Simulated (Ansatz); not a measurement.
The starting structures come from a database of crystals and need not be the phases stable at ambient conditions.

Inside the gap of an insulator the Bloch states are evanescent, with a wavenumber k + iκ along the transport direction.

Here is the system:

```
BaPb2C2F2O6
1.0
    5.20430     0.00000     0.00000
    2.60215     8.00578     0.01591
    2.60215     0.83699     4.42866
Ba Pb C O F
1 2 2 6 2
Direct
  0.00000   0.00000   0.00000
  0.21575   0.35276   0.21575
  0.78425   0.64724   0.78425
  0.42994   0.71019   0.42994
  0.57006   0.28981   0.57006
  0.28721   0.70757   0.28721
  0.71279   0.29243   0.71279
  0.71802   0.70757   0.28721
  0.28198   0.29243   0.71279
  0.28721   0.70757   0.71802
  0.71279   0.29243   0.28198
  0.31050   0.06849   0.31050
  0.68950   0.93151   0.68950
```

Space group of this cell: R-3m. The cell was relaxed by PBE-D3(BJ); by r2SCAN its mean pressure is -2.2 GPa.

Transport runs along the normal of the first two printed cell vectors, the (101) plane of the conventional cell.

The gap is the functional's own. No spin-orbit coupling. Mid-gap values are interpolated on the energy grid.

Problem. State the band gap and the smallest decay constant κ at mid-gap according to r2SCAN in Ansatz (a program for electronic structure).

Solution. Gap 4.71 eV on a 8×8×8 mesh; κ = 0.340 1/Å, at (0.000, 0.500) of the in-plane reciprocal vectors. At the zone centre, at the nearest computed energy, the slowest state has κ = 0.35 1/Å.
